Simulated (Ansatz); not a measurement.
Base system: BaF₂ (space group P6_3/mmc, No. 194; a = 4.3577 Å, c = 5.9960 Å; a cell from a computed database, its experimental status unchecked). Axes: x lies along a and z along c of the hexagonal cell.

The change: the cell is stretched by 2.82 % along y with no lateral relaxation; the atoms relax in the strained cell.

Levels (all Ansatz, a quantum-chemistry and plane-wave program, PAW): PBEsol (420 eV, no spin-orbit coupling); r2SCAN (500 eV, without spin-orbit coupling); HSE06 (420 eV, no spin-orbit coupling).

One geometry, relaxed with PBEsol, under each level:

```json
[
 {"level": "PBEsol", "band gap": "5.84 eV", "lowest conduction level above the VBM at special points": "Σ₀ 5.84 eV; C₀ 5.84 eV; Γ 6.12 eV; S 6.88 eV", "pressure": "-21.3 kbar"},
 {"level": "r2SCAN", "band gap": "6.62 eV", "lowest conduction level above the VBM at special points": "Σ₀ 6.62 eV; C₀ 6.62 eV; Γ 7.15 eV; S 7.69 eV", "pressure": "-4.3 kbar"},
 {"level": "HSE06", "band gap": "7.96 eV", "lowest conduction level above the VBM at special points": "Σ₀ 7.96 eV; C₀ 7.96 eV; Γ 8.35 eV", "pressure": "–"}
]
```

Single points use the geometry relaxed with PBEsol. Their cutoffs differ, which shifts pressures a little. The hybrid gap comes from the SCF mesh plus the semilocal run's edge points and a few special points and is an upper bound. Whether these cells are dynamically stable was not tested. Labels are those of the standard path for the cell's own space group.
